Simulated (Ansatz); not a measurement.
Formation energy of the localised charge states of Co_Si in beta Si3N4 (start: the Si(1) site; 84-site cell, 2×2×2 shifted sampling) against the Fermi level, Si-rich (Δμ(Si) = 0.00 eV, Δμ(Co) = -1.40 eV, bounded by fluorite-type CoSi2; only phases computed here count, gases as isolated molecules at 0 K). Level of theory: PBE, PAW (plane waves to 420 eV; Ansatz, a first-principles code).

Charges with a result: +1, 0, −1, −2. Others weren't obtained, and one of them could lie lower, also by skipping a charge.

Cell and caveats: 84-site cell; 2×2×2 shifted k-points; host gap 4.25 eV; charged states image-corrected; no Hubbard U; finite-size errors of tenths of an eV; flagged in the runs: a host whose relaxation on this sampling wasn't shown to rest.

| E_F − E_VBM (eV) | q = +1 | q = 0 | q = −1 | q = −2 |
|---|---|---|---|---|
| 0.00 | 7.05 | 7.18 | 7.86 | 10.18 |
| 0.53 | 7.58 | 7.18 | 7.33 | 9.12 |
| 1.06 | 8.11 | 7.18 | 6.79 | 8.05 |
| 1.60 | 8.64 | 7.18 | 6.26 | 6.99 |
| 2.13 | 9.17 | 7.18 | 5.73 | 5.93 |
| 2.66 | 9.71 | 7.18 | 5.20 | 4.86 |
| 3.19 | 10.24 | 7.18 | 4.67 | 3.80 |
| 3.72 | 10.77 | 7.18 | 4.14 | 2.73 |
| 4.25 | 11.30 | 7.18 | 3.60 | 1.67 |

Crossings of the lowest lines: (+1/0) at 0.14 eV; (0/−1) at 0.67 eV; (−1/−2) at 2.32 eV.
